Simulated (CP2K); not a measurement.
CP2K run on ZrBrN (P1, 6 atoms in the cell): self-consistent single point.

Method: PBEsol, GPW, DZVP-MOLOPT-SR-GTH basis, GTH-PBE potentials (GTH_POTENTIALS) run with CP2K.

The change in words: lattice scaled by 0.98. Reference geometry:
```yaml
crystal:
  lattice:
    - [3.61974, 0.00000, 0.00000]
    - [0.00000, 4.11929, 0.00000]
    - [0.00000, 0.00000, 9.02239]
  atoms:
    - { symbol: Zr, position: [0.99452, 0.48775, 0.09433] }
    - { symbol: Zr, position: [0.49275, 0.00589, 0.89976] }
    - { symbol: Br, position: [0.98100, 0.98537, 0.66943] }
    - { symbol: Br, position: [0.50911, 0.51379, 0.33459] }
    - { symbol: N, position: [0.99881, 0.99624, 0.03194] }
    - { symbol: N, position: [0.52381, 0.51095, 0.96995] }
```

Reference input (self-consistent single point, DFT PBEsol, GPW, DZVP-MOLOPT-SR-GTH basis, GTH-PBE potentials (GTH_POTENTIALS)): CUTOFF = 500 Ry; REL_CUTOFF = 40 Ry; KPOINTS/SCHEME = MONKHORST-PACK 5 4 2; GAMMA_CENTERED = T; XC_FUNCTIONAL = PBE:PBESOL; Zr/BASIS_SET = DZVP-MOLOPT-SR-GTH; Zr/POTENTIAL = GTH-PBE-q12; Br/BASIS_SET = DZVP-MOLOPT-SR-GTH; Br/POTENTIAL = GTH-PBE-q7; N/BASIS_SET = DZVP-MOLOPT-SR-GTH; N/POTENTIAL = GTH-PBE-q5; METHOD = GPW. This run's input differs from it in these lines:

```diff
@@ -63,5 +63,5 @@
     &CELL
-      A 3.61974000 0.00000000 0.00000000
-      B 0.00000000 4.11929000 0.00000000
-      C 0.00000000 0.00000000 9.02239000
+      A 3.54734500 0.00000000 0.00000000
+      B 0.00000000 4.03690400 0.00000000
+      C 0.00000000 0.00000000 8.84194200
       PERIODIC XYZ
```

Output, abridged:

```
 SCF WAVEFUNCTION OPTIMIZATION

  Step     Update method      Time    Convergence         Total energy    Change
     1 NoMix/Diag. 0.40E+00      -     2.19256548      -141.7562012468 -1.42E+02
     2 Broy./Diag. 0.40E+00      -     0.42197772      -139.1585614739  2.60E+00
     3 Broy./Diag. 0.40E+00      -     0.06826475      -140.9674419985 -1.81E+00
     4 Broy./Diag. 0.40E+00      -     0.02363537      -140.8473789856  1.20E-01
     5 Broy./Diag. 0.40E+00      -     0.02127184      -140.8331696588  1.42E-02
     6 Broy./Diag. 0.40E+00      -     0.00778128      -141.0237302603 -1.91E-01
   [... 10 lines left out ...]
    17 Broy./Diag. 0.40E+00      -     0.00000190      -141.0572279744 -1.73E-05
    18 Broy./Diag. 0.40E+00      -     0.00000046      -141.0572263811  1.59E-06
    19 Broy./Diag. 0.40E+00      -     0.00000032      -141.0572209058  5.48E-06
    20 Broy./Diag. 0.40E+00      -     0.00000007      -141.0572194948  1.41E-06
  *** SCF run converged in    20 steps ***

  Overlap energy of the core charge distribution:               0.00000000013948
  Self energy of the core charge distribution:               -277.84990203924946
  Core Hamiltonian energy:                                     65.37469918049246
  Hartree energy:                                              93.49812107863663
  Exchange-correlation energy:                                -22.08013771481445

  Total energy:                                              -141.05721949479533

                     Mulliken Population Analysis

 #  Atom  Element  Kind  Atomic population                           Net charge
       1     Zr       1         11.436640                              0.563360
       2     Zr       1         11.438928                              0.561072
   [... lines left out ...]

 STRESS| Analytical stress tensor [bar]
 STRESS|                        x                   y                   z
 STRESS|      x        6.02958184688E+04  -1.05800413947E+03   6.43178626802E+03
 STRESS|      y       -1.05800413947E+03   6.07534192947E+04   1.06636409685E+04
 STRESS|      z        6.43178626802E+03   1.06636409685E+04   3.50509187527E+04
 STRESS| 1/3 Trace                                             5.20333855054E+04
```

The run converged in 20 iterations. Against the reference run the free energy rises by 13.3 meV/atom, the pressure goes from -1.62 to 5.20 GPa, the largest force goes from 1.646 to 2.293 eV/Å and the gap on the mesh goes from 1.880 to 1.900 eV.

The starting cell comes from a database of computed structures (which also holds hypothetical and non-ambient phases and stackings), without a prior relaxation at this level. Its atoms were displaced at random from the sites of space group no. 59. For this run, on top of that: lattice scaled by 0.98. Values carry the incompleteness of an atom-centred basis. The potentials were made for another functional than the one used. With a pressure of about 5 GPa the cell is away from its equilibrium volume at this level. Forces in this geometry exceed 1 eV/Å.

Cost on one core of a shared machine: roughly 60 s.
